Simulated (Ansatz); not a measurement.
Competing hops of N vacancy in wurtzite AlN, charge state +3

Defect migration in wurtzite AlN: N vacancy, charge state +3. These are PBE, PAW (plane waves to 420 eV; Ansatz, a first-principles code) values and carry that method's errors.

192-site cell at the relaxed PBE lattice, the Γ point alone, smearing 0.01 eV, spin-restricted, no finite-size correction. Energies are static. The charge state is imposed; whether it is stable for some Fermi level was not computed. Forms of the defect that were not tried may lie lower.

Barriers: single points on a 2×2×2 k-point mesh shifted by half a step along c at the bands' geometries (they differ from the bands' own by up to 0.06 eV, and are uncertain by about as much).

```tsv
Route	Start site over the lowest site run (eV)	Hop (Å)	Forward barrier (eV)	Backward barrier (eV)	Neighbours at the start	Neighbours at the saddle	Saddle order	Forward, on the band's own sampling (eV)
a nearby N atom hops onto the vacant site	0.00	3.13	2.79	2.79	Al at 1.84, 2 Al at 1.90, Al at 1.96 Å	Al at 1.75, Al at 1.83 Å	not checked	2.73
a nearby N atom hops onto the vacant site	0.00	3.15	2.96	2.96	Al at 1.82, Al at 1.91, Al at 1.93, Al at 1.94 Å	Al at 1.80, 2 Al at 2.19 Å	not checked, on a symmetry element	2.91
```

Paths come from climbing-image nudged elastic band runs. Of the routes that converged and passed our checks, the lowest saddle point lies 2.79 eV above the lowest of the sites run (a nearby N atom hops onto the vacant site); other sites, such as split forms, and other routes may lie lower. A band can be held on a symmetry element, so unchecked saddle points there may be too high.

The whole set of runs took roughly 3.0 core-hours.
